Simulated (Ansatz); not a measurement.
Consider Al in the fcc (Cu type) structure (space group Fm-3m, No. 225; a = 4.014 Å).

Computed with PBEsol (Ansatz, a program for electronic structure; PAW; 420 eV plane waves; without spin-orbit coupling), earlier PAW set.

Before the change:

| Property | Result |
|---|---|
| Volume per atom | 16.17 Å³ |

Now apply this change: Cu takes the place of Al on all its sites; the structure is relaxed again.

Task: Estimate the effect on the volume per atom.

Result: The volume per atom drops by 4.86 Å³, from 16.17 Å³ to 11.31 Å³.

Whether these cells are dynamically stable was not tested. The final runs are not spin-polarised.
